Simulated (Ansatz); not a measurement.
The parent structure is Be$_{2}$Re (space group P6_3/mmc, No. 194; a = 4.3440 Å, c = 7.0868 Å; a cell from a computed database, its experimental status unchecked). Axes: x lies along a and z along c of the hexagonal cell.

Method: PBEsol/PAW in Ansatz (a quantum-chemistry and plane-wave program), scalar-relativistic without spin-orbit coupling.

For the base:

```
Property                        Result
-----------------------------  -------
Pressure                       0.0 GPa
Shortest interatomic distance  2.140 Å
```

One thing is altered: uniaxial strain ε_xx = −3.13 %, all other strain components held at zero; the atoms relax in the strained cell.

Task: What happens to the pressure, energy relative to the base and shortest interatomic distance?

Result: The pressure (mean of the normal stresses, compression positive) goes from zero to 8.7 GPa; the energy rises by 16 meV/atom; the shortest interatomic distance decreases by 0.0606 Å (2.140 Å → 2.080 Å).

Without a gap, meshes like the base's 10×10×6 leave anisotropic stresses uncertain by several tenths of a GPa, and small strain energies with them. Stability against distortions was not tested. The final runs are not spin-polarised.
